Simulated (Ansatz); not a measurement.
InAs under a change: pressure −2 GPa

The reference is InAs in the zinc blende structure (space group F-43m, No. 216; a = 6.187 Å).

It is then changed as follows: a negative pressure, −2 GPa.

Level of theory: PBE in Ansatz (plane waves to 420 eV, PAW, spin-orbit coupling left out), earlier PAW set. k-mesh 9×9×9 (Γ-centred); smearing 0.05 eV (Fermi–Dirac).

The volume per atom goes up by 1.41 Å³ (29.60 Å³ → 31.01 Å³) and the density drops by 0.24 g/cm³ (5.32 g/cm³ → 5.08 g/cm³). The lattice parameter a goes up by 0.0966 Å, from 6.187 Å to 6.283 Å and the shortest interatomic distance increases by 0.042 Å to 2.721 Å. The band gap remains zero.

Final structure:

```yaml
crystal:
  lattice:
    - [0.00000, 3.14161, 3.14161]
    - [3.14161, 0.00000, 3.14161]
    - [3.14161, 3.14161, 0.00000]
  atoms:
    - { symbol: As, position: [0.75000, 0.75000, 0.75000] }
    - { symbol: In, position: [0.00000, 0.00000, 0.00000] }
```

The mesh was chosen for an insulator and is coarse for the gapless case. Load acts through the strain it causes; cell and atoms are relaxed under it. No phonon test of stability was made. The final runs are not spin-polarised. A zero or small gap of InAs can be the functional's error rather than a property of the material.

Ansatz is a quantum-chemistry and plane-wave program.
